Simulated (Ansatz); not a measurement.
Ansatz (an electronic-structure program) run on Si2Ag (I4/mmm, 3 atoms in the cell): self-consistent single point.

Level of theory: PBE (plane waves, PAW; Ansatz).

The change in words: lattice scaled by 0.985; basis.ecutwfc: 420 eV → 250 eV. Reference geometry:
```xyz
3
Lattice="-1.6105 1.6105 3.9418 1.6105 -1.6105 3.9418 1.6105 1.6105 -3.9418" Properties=species:S:1:pos:R:3 pbc="T T T"
Ag     0.0000     0.0000     0.0000
Si     0.0000     0.0000     2.6434
Si     0.0000     0.0000     5.2402
```

Reference input (self-consistent single point, DFT, PBE, plane waves, default PAW files): basis.ecutwfc = 420 eV; kpoints.mp_grid.grid = 10 10 10; kpoints.mp_grid.shift = 0.5 0.5 0.5; hamiltonian.xc = pbe; hamiltonian.pseudopotentials = {kind: paw} (the program's default PAW files); scf.occupations.method = methfessel_paxton; scf.occupations.width = 0.1 eV. This run's input differs from it in these lines:

Ansatz 0.2 input:
```diff
@@ -2,5 +2,5 @@
   lattice:
-    - [-1.61050300, 1.61050300, 3.94177600]
-    - [1.61050300, -1.61050300, 3.94177600]
-    - [1.61050300, 1.61050300, -3.94177600]
+    - [-1.58634500, 1.58634500, 3.88264900]
+    - [1.58634500, -1.58634500, 3.88264900]
+    - [1.58634500, 1.58634500, -3.88264900]
   atoms:
@@ -10,3 +10,3 @@
 basis:
-  ecutwfc: 420.0
+  ecutwfc: 250.0
 kpoints:
```

The program printed (abridged):

```
SCF iter   1: F=—  HF=-8857.916081 eV  |F-HF|=—  |Δ(HF+E_count)|=         —  Δρ=2.49e-2  dr2=9.75e-2  ethr=1.77e-3  ⟨swp⟩=5.1  Hψ=8180  notcnv=0
all-band conjugate gradients solve this SCF's bands
preconditioner: auto → Kerker (q_TF=auto, 2.565 Å⁻¹)
SCF iter   2: F=—  HF=-8857.878855 eV  |F-HF|=—  |Δ(HF+E_count)|=   3.72e-2  S|Δr|=    0.00e0  Δρ=8.52e-3  dr2=1.02e-2  ethr=3.61e-4  ⟨swp⟩=2.3  Hψ=4122  notcnv=0  defer=30
   [... lines left out ...]
SCF iter   5: F=—  HF=-8857.879934 eV  |F-HF|=—  |Δ(HF+E_count)|=   4.78e-5  S|Δr|=    0.00e0  Δρ=9.58e-5  dr2=5.33e-6  ethr=5.23e-7  ⟨swp⟩=2.0  Hψ=2566  notcnv=0  defer=30
SCF iter   6: F=—  HF=-8857.880040 eV  |F-HF|=—  |Δ(HF+E_count)|=   1.06e-4  S|Δr|=    0.00e0  Δρ=1.71e-5  dr2=7.11e-8  ethr=3.70e-10  ⟨swp⟩=4.7  Hψ=7559  notcnv=0
SCF iter   7: F=-8857.880040 eV  HF=-8857.880040 eV  |F-HF|=3.11e-10  |Δ(HF+E_count)|=   1.36e-8  S|Δr|=    0.00e0  Δρ=1.76e-6  dr2=1.01e-9  ethr=2.63e-10  ⟨swp⟩=1.9  Hψ=5405  notcnv=0
SCF 1 converged in 7 iterations: F = -8857.880040 eV  dr2 = 1.01e-9
Stability not checked (fill_not_monotonic)
Free energy (F): -8857.880040 eV
Internal energy: -8857.880063 eV  (E = F + TS)
E sigma→0 (E₀):  -8857.880046 eV
Entropy (-TS):   0.000023 eV (0.008 meV/atom)
Fermi energy:    16.761301 eV
--- Forces (eV/Å), atoms counted from 1 ---
  atom   1  Ag    -0.00000000     0.00000000    -0.00000000
  atom   2  Si     0.00000000     0.00000000    -1.32945686
  atom   3  Si     0.00000000     0.00000000     1.32945686
--- Stress (GPa, compression-positive) ---
       43.389044       0.000000      -0.000000
        0.000000      43.389044      -0.000000
        0.000000       0.000000      38.706450
  P = ⅓ Tr σ = 41.8282 GPa (418.282 kbar)
  The stress holds the Pulay correction. Without it, at fixed plane waves, as pw.x and ABINIT print it: P = 0.2061 GPa
```

The run converged in 7 iterations. Against the reference run the free energy goes up by 633 meV/atom, the pressure goes from 30.80 to 41.83 GPa and the largest force goes from 1.154 to 1.329 eV/Å.

The starting cell was generated: these elements placed on a structure prototype, without a prior relaxation; it need not be a known phase or ordering of this composition. Its lattice was rescaled by a random factor within 2.5 % of one. For this run, on top of that: lattice scaled by 0.985. Forces in this geometry exceed 1 eV/Å. Ansatz's pressure includes its estimate of the finite-basis (Pulay) stress. Without the estimate this run gives 0.21 GPa. The cutoff lies below the one recommended for these files.
